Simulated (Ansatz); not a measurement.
Take ZrO$_{2}$ in the fluorite structure (space group Fm-3m, No. 225) as the base.

```
ZrO2
1.0
    0.00000     2.54466     2.54466
    2.54466     0.00000     2.54466
    2.54466     2.54466     0.00000
Zr O
1 2
Direct
  0.00000   0.00000   0.00000
  0.25000   0.25000   0.25000
  0.75000   0.75000   0.75000
```

Computed with plane-wave PAW DFT at the r2SCAN level (Ansatz, a quantum-chemistry and plane-wave program, 500 eV), no spin-orbit coupling.

For the base:

```
Quantity                  Result
---------------  ---------------
Volume per atom         10.98 Å³
Band gap                 3.89 eV
Gap character    indirect, X → Γ
```

Perturbation: every Zr is replaced by Hf; the structure is relaxed again.

Problem. How does this affect the volume per atom?

Solution. The volume per atom falls by 0.199 Å³ (10.98 Å³ → 10.79 Å³).

Problem. How does this affect the band gap?

Solution. The band gap rises by 0.416 eV to 4.30 eV.

Problem. Estimate the effect on the gap character.

Solution. The gap character becomes direct at X (base: indirect, X → Γ).

With Hf present, leaving out spin-orbit coupling can change the band edges. Stability against distortions was not tested. This is not the structure that HfO2 has at room temperature and ambient pressure. This is not the structure that ZrO2 has at room temperature and ambient pressure.
